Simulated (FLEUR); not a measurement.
FLEUR run on CuI (F-43m, 2 atoms in the cell): self-consistent single point.

Method of the run: PBE, all-electron FLAPW (FLEUR), scalar-relativistic valence with spin-orbit coupling in second variation (FLEUR).

```
CuI
1.0
    0.00000     3.02500     3.02500
    3.02500     0.00000     3.02500
    3.02500     3.02500     0.00000
Cu I
1 1
Direct
  0.00000   0.00000   0.00000
  0.25000   0.25000   0.25000
```

Reference input (self-consistent single point, DFT, PBE, all-electron FLAPW (FLEUR), scalar-relativistic valence): Kmax = 4.3 1/bohr; GmaxXC = 17.2 1/bohr; xcFunctional = pbe; jspins = 1; l_soc = F; mode = hist; fermiSmearingEnergy = 0.00036749 Htr; mesh (inpgen div1-3) = 5 5 5; inpgen gamma flag = false; Gmax = 17.2 1/bohr; numbands = 0; maxIterBroyd = 99. This run's input differs from it in these lines:

```diff
@@ -15,2 +15,3 @@
 &kpt div1=5 div2=5 div3=5 /
+&soc 0.0 0.0 /
 &end /
@@ -28,5 +29,5 @@
       <magnetism jspins="1"/>
-      <soc l_soc="F" theta="0.0" phi="0.0" spav="F"/>
+      <soc l_soc="T" theta="0.0" phi="0.0" spav="F"/>
       <expertModes spex="0" secvar="F"/>
-      <geometryOptimization l_f="T" forcealpha="1.0" forcemix="BFGS" epsdisp="0.00001" epsforce="0.00001"/>
+      <geometryOptimization l_f="F" forcealpha="1.0" forcemix="BFGS" epsdisp="0.00001" epsforce="0.00001"/>
       <ldaU l_linMix="F" mixParam="0.05" spinf="1.0"/>
```

The program printed (abridged):

```
 Iteration:     1   Distance:       9.03020682 me/bohr^3
 Iteration:     2   Distance:       6.58434802 me/bohr^3
 Iteration:     3   Distance:       3.29955636 me/bohr^3
 Iteration:     4   Distance:       5.02648757 me/bohr^3
 Iteration:     5   Distance:       1.24196647 me/bohr^3
   [... 7 lines left out ...]
 Iteration:    13   Distance:       0.00014785 me/bohr^3
 Iteration:    14   Distance:       0.00023573 me/bohr^3
 Iteration:    15   Distance:       0.00003433 me/bohr^3
 Iteration:    16   Distance:       0.00000165 me/bohr^3
 Run finished successfully
 Stop message:
   all done

[file out, last iteration]
             iter=     16
[...]
          total density-effective poten   -1.4514546935E+04
          total charge density-energy d   -2.4935849484E+02
 Updated energy parameters for spin:           1
[...]
 fermi energy and band-weighting factors:
   [... 8 lines left out ...]

[...]
FERMIE:
          first approx. to ef    (T=0)  :   0.202228 htr   (energy of the highest occ. eigenvalue)
          number of occ. states  (T=0)  :        924
          first approx. to seigv (T=0)  : -27.600199 htr
          sum of weights of occ. states :  28.000000
          sum of semicore charge        :   0.000000 e
FERHIS:  Fermi-Energy by histogram:
          bandgap                     :   0.036511 htr
   [... lines left out ...]
          charge neutrality (T=0)     :   0.000000    (zero if the highest occ. eigenvalue is "entirely" occupied)
 Direct bandgap for spin            1 :    3.6510993026721894E-002  Htr
 ---->    free energy=                     -8774.1206056208 htr
   [... lines left out ...]
 TOTAL FORCE FOR ATOM TYPE=  2  X=  2.858   Y=  2.858   Z=  2.858
                       FX_TOT= 0.000000 FY_TOT= 0.000000 FZ_TOT= 0.000000
No new postions, force convergence required= 0.00001; max force distance= 0.00000
---->    distance of charge densities for spin  1                 it=   16:     0.000002 me/bohr**3
GENERALIZED ANDERSON MIXING: alpha=   0.05000 History-length=15
     ******* it= 16  is completed********
```

The run converged in 16 iterations. Against the reference run the gap on the mesh goes from 1.152 to 0.994 eV.

The starting cell has typed, rounded lattice constants, without a prior relaxation at this level. Values depend on the basis (sphere radii, cutoffs, local orbitals), which need not be converged.

Cost on one core of a shared machine: roughly 90 s.
